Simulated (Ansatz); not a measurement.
Base system: GaSb in the zinc blende structure (space group F-43m, No. 216; a = 6.111 Å). Axes: x, y, z lie along the cube axes.

Calculations: PBEsol (Ansatz, a program for electronic structure; PAW; 420 eV plane waves; without spin-orbit coupling).

For the base:

The band gap is zero.

The change: a free-standing slab of 4 layers (8 atoms, 2 a layer) is cut normal to [110], with 15 Å of vacuum and the in-plane cell held at bulk.

Q: How does this affect the excess energy per area of both faces, gap character, valence-band top at Γ and band gap?

A: The excess energy per area of both faces (slab less bulk energy over the cell's area: twice a surface energy) amounts to 1.11 J/m² (uncertain by up to 0.05 J/m²); the gap character is indirect, Γ → Γ–Z (75 % along); the valence-band top at Γ (three highest levels, from the VBM) comes out as 0.00, -0.55, -0.79 eV; the band gap goes from zero to 0.50 eV.

Slab and bulk use different k-meshes, which limits the precision of the excess energy. Spin-orbit coupling, missing from the scalar runs, can matter with Sb. No phonon test of stability was made. All final runs are without spin polarisation. A zero or small gap of GaSb can be the functional's error rather than a property of the material. k-point labels follow each cell's own Brillouin zone.
